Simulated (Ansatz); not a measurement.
We consider cubic perovskite CsCdCl3, described by r²SCAN in Ansatz (plane waves, PAW).

Numerical settings: plane-wave cutoff 500 eV, 8×8×8 k mesh, Fermi–Dirac smearing 0.05 eV, scalar-relativistic PAW data made under PBE.

Computed at the level's own relaxed cell.

Question: Estimate the equilibrium volume per atom, equilibrium lattice constant a and band gap that the calculation returns.

Answer: 
- equilibrium volume per atom = 29.06 Å³/atom
- equilibrium lattice constant a = 5.257 Å
- band gap = 2.48 eV (on the SCF k mesh)

Spin–orbit coupling is not included.

It cost very roughly 30 core-seconds of CPU time.

Ansatz is a first-principles code.
